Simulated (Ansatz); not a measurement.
Seebeck coefficient (μV/K, mean over directions) of p-type MgTe (P6_3mc) against carrier density, PBEsol with spin-orbit coupling, rigid bands in Ansatz (a quantum-chemistry and plane-wave program). Computed gap 2.13 eV; densities at which minority carriers matter at this gap, or further valleys turn the trend, are left out. Conductivity mass 1.14 mₑ (harmonic mean over directions), N_v = 4.3e19 cm⁻³ at 300 K.

```csv
hole density,300 K,500 K
1e16 cm⁻³,949,1016
1e17 cm⁻³,751,818
1e18 cm⁻³,553,…
3e18 cm⁻³,458,525
1e19 cm⁻³,…,422
3e19 cm⁻³,264,…
1e20 cm⁻³,171,230
3e20 cm⁻³,99,147
1e21 cm⁻³,48,78
```

Complete the blanks.


- 1e18 cm⁻³, 500 K: 619
- 1e19 cm⁻³, 300 K: 356
- 3e19 cm⁻³, 500 K: 328

Rigid bands with a gap fixed in temperature, one relaxation time for all states, no polarons or phonon drag, and whether or not such doping can be reached.
